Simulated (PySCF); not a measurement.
PySCF 2.14.0, unrestricted HF/def2-tzvp, df: Re(O)3(OH) triplet ([O]=[Re](=[O])(=[O])[OH]), charge 0, multiplicity 3, 6 atoms. The geometry is a generated start, not checked to be a minimum at this level.

| Item | Value |
|---|---|
| task | energy |
| method | hf |
| basis | def2-tzvp |
| two-electron scheme | density fitting |
| mol.max_memory | 3000 MB |
| mf.max_cycle | 100 |
| mf.init_guess | minao (default) |
| mf.DIIS | CDIIS (default) |
| mf.diis_space | 8 (default) |
| mf.conv_tol | 1e-09 (default) |
| effective core potentials | those of the basis set, past Kr |
| basis functions | 170 |

```xyz
6

Re     0.3069    -0.2223    -0.1784
O      1.3193     0.6598    -1.1672
O      1.3027    -1.0031     0.9070
O     -0.3173    -1.4280    -1.1467
O     -0.9357     0.7625     0.5988
H     -1.6760     1.2312     0.9865
```

Charge 0 and multiplicity 3 are set for this test and not shown to be the ground state.

One run each on 2 threads, 1 BLAS thread. Values of level_shift (Hartree) tried: 0 (default), 0.1, 0.3, 1.

Q: Predict the course of the Fock builds along this series.

A: Fewest Fock builds: 0 (default) with 81. The run ends without SCF convergence in 100 cycles at 0.1, 0.3, 1.

```csv
level_shift (Hartree),Fock builds,end
0 (default),81,same solution
0.1,101,no convergence
0.3,101,no convergence
1,101,no convergence
```
